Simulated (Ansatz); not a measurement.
The starting structures come from a database of crystals and need not be the phases stable at ambient conditions.

Tunnelling through a barrier is set by its complex band structure: the current falls as exp(−2κd) with the smallest κ.

Here is the system:

```xyz
6
Lattice="5.8382 0.0000 0.0000 0.0000 5.8540 0.0000 2.9191 2.9270 4.7476" Properties=species:S:1:pos:R:3 pbc="T T T"
Si     1.4595     0.0000     0.0000
Si     4.3786     0.0000     0.0000
Se     5.8382     4.5498     1.1986
Se     2.9191     4.2311     3.5490
Se     5.8382     7.4768     3.5490
Se     2.9191     1.3042     1.1986
```

Space group of this cell: Ibam. The cell was relaxed by PBE-D3(BJ).

Transport runs along the normal of the first two printed cell vectors.

The gap is the functional's own. No spin-orbit coupling. Mid-gap values are interpolated on the energy grid.

Question: Estimate the band gap and the smallest decay constant κ at mid-gap that PBEsol (Ansatz, a first-principles code) returns for this system.

Answer: Gap 1.46 eV on a 6×6×6 mesh; κ = 0.228 1/Å, at the zone centre.
